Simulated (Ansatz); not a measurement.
A zone-centre phonon calculation of CaGe₂ (P-3m1, 3 atoms in the cell) with Ansatz (an electronic-structure program).

Level of theory: LDA (PW92), default PAW files made with PBE (plane waves; Ansatz).

```
CaGe2
1.0
    4.03724     0.00000     0.00000
   -2.01862     3.49635     0.00000
    0.00000     0.00000     4.96658
Ca Ge
1 2
Cartesian
  0.00000   0.00000   0.00000
  2.01862   1.16545   2.99927
  0.00000   2.33090   1.96731
```

Reference input (self-consistent single point, DFT, LDA (PW92), plane waves, default PAW files made with PBE): basis.ecutwfc = 420 eV; kpoints.mp_grid.grid = 9 9 7; hamiltonian.xc = lda; hamiltonian.pseudopotentials = {kind: paw} (the program's default PAW files); scf.occupations.method = fermi_dirac; scf.occupations.width = 0.1 eV. This run's input differs from it in these lines:

Ansatz 0.2 input:
```diff
@@ -18,7 +18,5 @@
 scf:
-  occupations: { method: fermi_dirac, width: 0.1 }
-output:
-  forces: true
-  eigenvalues: true
-  stress: true
+  occupations: { method: fermi_dirac, width: 0.5 }
+phonons:
+  method: dfpt
```

Output, abridged:

```
SCF iter   1: F=—  HF=-10205.961444 eV  |F-HF|=—  |Δ(HF+E_count)|=         —  Δρ=7.08e-3  dr2=2.54e-2  ethr=1.77e-3  ⟨swp⟩=8.6  Hψ=49440  notcnv=0
all-band conjugate gradients solve this SCF's bands
automatic band count: the SCF goes on with 35 bands, as 27 were too few: the levels above may hold too much charge
preconditioner: auto → Kerker (q_TF=auto, 2.464 Å⁻¹)
SCF iter   2: F=—  HF=-10205.957757 eV  |F-HF|=—  |Δ(HF+E_count)|=   3.69e-3  Δρ=4.19e-3  dr2=1.17e-2  ethr=6.68e-5  ⟨swp⟩=1.0  Hψ=6880  notcnv=0
   [... lines left out ...]
SCF iter   8: F=—  HF=-10205.955320 eV  |F-HF|=—  |Δ(HF+E_count)|=   4.95e-8  Δρ=3.33e-6  dr2=2.50e-8  ethr=6.68e-10  ⟨swp⟩=1.5  Hψ=5684  notcnv=0
SCF iter   9: F=—  HF=-10205.955320 eV  |F-HF|=—  |Δ(HF+E_count)|=   4.56e-9  Δρ=6.85e-7  dr2=9.05e-10  ethr=6.57e-11  ⟨swp⟩=1.7  Hψ=5802  notcnv=0
SCF iter  10: F=—  HF=-10205.955320 eV  |F-HF|=—  |Δ(HF+E_count)|=  9.82e-11  Δρ=1.29e-7  dr2=1.35e-11  ethr=2.38e-12  ⟨swp⟩=2.5  Hψ=7122  notcnv=0
SCF iter  11: F=-10205.955320 eV  HF=-10205.955320 eV  |F-HF|=1.82e-12  |Δ(HF+E_count)|=  3.64e-12  Δρ=3.19e-8  dr2=6.46e-13  ethr=1.00e-12  ⟨swp⟩=5.0  Hψ=17419  notcnv=0
SCF 1 converged in 11 iterations: F = -10205.955320 eV  dr2 = 6.46e-13
DFPT response loops at Γ: preconditioner auto → Kerker (q_TF=auto, 2.464 Å⁻¹) (partly filled bands, converged f_vac=0.000) …
Free energy (F): -10205.955320 eV
Internal energy: -10205.048426 eV  (E = F + TS)
E sigma→0 (E₀):  -10205.501873 eV
Entropy (-TS):   -0.906894 eV (-302.298 meV/atom)
Fermi energy:    8.750618 eV
--- Phonons (Γ-DFPT): 4 representative perturbations + reference, on 160 of 567 k-points (Σ response iterations 12) ---
  k mesh reduced under 2 symmetry operations, with k and −k counted as one. Each operation leaves every solved perturbation unchanged …
  ASR residual: 3.206e-3 → 0.000e0 eV/Å²; symmetrization residual: 3.884e-5 eV/Å²
  ASR residual per site (eV/Å²): 3.21e-3 2.11e-4 2.11e-4
  Γ frequencies (cm⁻¹): 0.00 0.00 0.00 133.95 133.95 146.48 178.16 202.48 202.48
  non-analytic LO–TO correction: not included (Born effective charges unavailable; polar crystals: no LO–TO splitting at Γ)
```

The run converged in 11 iterations. 

Summary of the result:
| Item | Result |
|---|---|
| Free energy E − TS (on the zero of these files) | -10205.9553 eV |
| Fermi level (on the code's own zero) | 8.75 eV |
| Zone-centre frequencies (cm⁻¹; negative means imaginary) | 0, 0, 0, 134, 134, 146, 178, 202, 202 |

The starting cell comes from a database of computed structures (which also holds hypothetical and non-ambient phases and stackings), without a prior relaxation at this level. Its lattice was rescaled by up to half a per cent.

Cost on one core of a shared machine: roughly 2 min.
